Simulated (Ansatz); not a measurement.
ZrSi (Cmcm), PBEsol, DFPT electron-phonon coupling, linearised Boltzmann equation (Ansatz, a quantum-chemistry and plane-wave program). Phonon-limited resistivity 10.5 μΩ·cm at 300 K along z (a = (1.87, -4.94, 0.00) Å; b = (1.87, 4.94, 0.00) Å; c = (0.00, 0.00, 3.74) Å), 14.8 μΩ·cm at 400 K, current-weighted mean free path 21 nm, Drude plasma energy 3.91 eV.

### Question
What Drude relaxation time do resistivity and plasma energy imply?

### Answer
ω_p = 5.94e15 s⁻¹, so τ = 1/(ε₀ ω_p² ρ) = 30.5 fs, a damping ħ/τ of 21.6 meV.

### Question
What is the classical skin depth at 1 GHz (nonmagnetic, μ₀ = 1.257×10⁻⁶ H/m)?

### Answer
δ = √(ρ/(π f μ₀)) = 5160 nm.

### Question
What temperature coefficient of resistance follows, and how does it compare with 1/T?

### Answer
(ρ₄₀₀ − ρ₃₀₀)/(100 K × ρ₃₀₀) = 4.10×10⁻³ K⁻¹, against 1/T = 3.33×10⁻³ K⁻¹ for a resistivity proportional to T. It lies higher because phonons are still being populated at 300 K; impurities would add a constant and lower it.

A metal at this level (no band gap). Only scattering by harmonic phonons is included (no impurities, grain boundaries, electron-electron scattering or thermal expansion). Spin-orbit coupling is left out. Halving the electron mesh (24x24x24) moves the resistivity by up to 7 % at 300 K, the mean free path by up to 3 %. Smearing 0.20 eV; phonons on a 4x4x4 q mesh, which this run doesn't test.

Formula and space group known from diffraction (Crystallography Open Database), not checked to be the room-temperature form: ZrSi (Cmcm).
